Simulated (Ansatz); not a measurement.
Cubic perovskite KMgF₃: cohesive energy by level of theory

No measured value is used here.

```tsv
level (code)	value (eV/atom)	cell (Å³/atom)
LDA (Ansatz)	___	11.94
PBE (Ansatz)	___	13.33
PBEsol (Ansatz)	4.64	12.72
r²SCAN (Ansatz)	4.62	12.62
HSE06 (Ansatz)	4.36	12.85
PBE0 (Ansatz)	4.36	12.84
```

Complete the blanks.


- LDA (Ansatz, a first-principles code), value (eV/atom): 5.12
- PBE (Ansatz), value (eV/atom): 4.44

LDA, PBE, PBEsol, r²SCAN, HSE06, PBE0: the relaxation could not lower the start's symmetry, so the cell can be a saddle point above a distorted one. Each level is taken at its own relaxed cell. Cutoffs and k meshes differ between the levels. Ansatz's density-functional and Hartree–Fock values are scalar-relativistic unless marked +SOC, with PAW data made under PBE.
